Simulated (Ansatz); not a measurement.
Consider BP in the zinc blende structure (space group F-43m, No. 216; a = 4.491 Å).

Computed with LDA/PAW in Ansatz (a quantum-chemistry and plane-wave program), without spin-orbit coupling.

Strains are applied to the cell and any free atomic positions relax.

One change was made to it. Results:

The energy increases by 1.4 meV/atom; the band gap increases by 0.02 eV, from 1.14 eV to 1.16 eV; the hole mass (degenerate bands, along [100]) changes from 0.25, 0.25, 0.36 mₑ (at Γ) to 0.25, 0.25, 0.35 mₑ (at Γ); the smallest direct gap shrinks by 0.025 eV to 3.40 eV.

Question: What was done to the base?
A) isotropic strain +3.00 %
B) isotropic strain +0.50 %
C) isotropic strain +2.50 %
D) isotropic strain −2.00 %

Answer: B, isotropic strain +0.50 %. For comparison, the band gap in the other runs: isotropic strain −2.00 % gives 1.07 eV; isotropic strain +2.50 % gives 1.24 eV; isotropic strain +3.00 % gives 1.25 eV.

Effective masses come from finite differences of ±0.01 Å⁻¹. Stability against distortions was not tested.
